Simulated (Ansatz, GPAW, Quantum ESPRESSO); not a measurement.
## Ba₂PdO₃ (Immm, 6 atoms in the cell) computed with different codes at matched settings

Self-consistent single point.

```xyz
6
Lattice="-1.9271 2.0441 6.6423 1.9271 -2.0441 6.6423 1.9271 2.0441 -6.6423" Properties=species:S:1:pos:R:3 pbc="T T T"
Ba     0.0000     0.0000     8.5724
Ba     0.0000     0.0000     4.7122
Pd     0.0000     0.0000     0.0000
O      0.0000     0.0000    11.2360
O      0.0000     0.0000     2.0486
O      0.0000     2.0441     0.0000
```

Shared settings, as Ansatz (a program for electronic structure) writes them: kpoints.mp_grid.grid = 3 3 3; scf.occupations.method = gaussian; scf.occupations.width = 0.136 eV. Potentials and cutoffs stand in the table.

```tsv
code	model	pressure (GPa)	largest force (eV/Å)	cutoff
Quantum ESPRESSO	PBEsol, GBRV 1.5 ultrasoft (PBESOL) pseudopotentials	-1.24	0.105	40 Ry
GPAW	PBEsol, GPAW PAW datasets PBEsol (made by gpaw-setup)	–	0.079	900 eV
Ansatz	PBEsol, PAW files made with PBE	-2.82	0.047	default
```

Size of the force on each atom (eV/Å): Sizes of forces hide their directions.

| code | Ba1 | Ba2 | Pd3 | O4 | O5 | O6 |
|---|---|---|---|---|---|---|
| Quantum ESPRESSO | 0.032 | 0.032 | 0.000 | 0.105 | 0.105 | 0.000 |
| GPAW | 0.039 | 0.039 | 0.000 | 0.079 | 0.079 | 0.000 |
| Ansatz | 0.047 | 0.047 | 0.000 | 0.045 | 0.045 | 0.000 |

A dash marks a value that a program does not give, or that is left out as unsure.

On Ansatz's run: spin polarisation is off.

The spread over the programs that give each value: pressure within 1.58 GPa; largest force within 0.058 eV/Å.

Ansatz's pressure is given at a fixed set of plane waves, as the other plane-wave codes print theirs; with its correction for the finite basis it is -2.53 GPa (the shift of 0.28 GPa shows how far the cutoff is from converged). The pressure of GPAW is left out: its cutoff lies under the one at which its stress was checked.

On the base mesh (6 6 6) the same programs gave: Ansatz pressure -2.69 GPa; Quantum ESPRESSO pressure -1.12 GPa.

The starting cell comes from a database of computed structures (which also holds hypothetical and non-ambient phases and stackings), without a prior relaxation at this level. Its lattice was rescaled by a random factor within 2.5 % of one.

Keys are those of Ansatz 0.2.
